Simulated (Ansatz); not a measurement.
Where the default PAW files enter, the runs use the earlier of Ansatz's two default sets.

```
CdTe
1.0
    4.64161     0.00000     0.00000
    0.00000     4.64161     0.00000
    2.32081     2.32081     3.28212
Cd Te
1 1
Cartesian
  0.00000   0.00000   0.00000
  4.64161   2.32081   1.64106
```

Space group of this cell: F-43m, zinc blende. The cell is taken as given.

Computed with r2SCAN (plane waves, PAW; Ansatz, an electronic-structure program).

The current runs along the normal of the first two printed vectors; no spin-orbit coupling. Scaled by the factor s: all lengths (ions clamped). The meshes follow the cell: 10×10×10 and 8×8 across at s = 0.98, 10×10×10 and 8×8 across at s = 1.00, 10×10×10 and 6×6 across at s = 1.02.

```csv
s,mean pressure (GPa),slowest mid-gap decay constant κ (1/Å)
0.98,2.7,0.093
1.00,-0.1,0.082
1.02,-2.2,?
```

Q: Take the slope of the slowest mid-gap decay constant κ against ln s from the two given rows, extrapolate to s = 1.02, and say what the run there gives.

A: Slope = (0.093 − 0.082) / ln 0.98 = -0.544 1/Å. The line gives 0.082 + (-0.544) × ln 1.02 = 0.071 1/Å. The run gives 0.071 1/Å, as the line does.
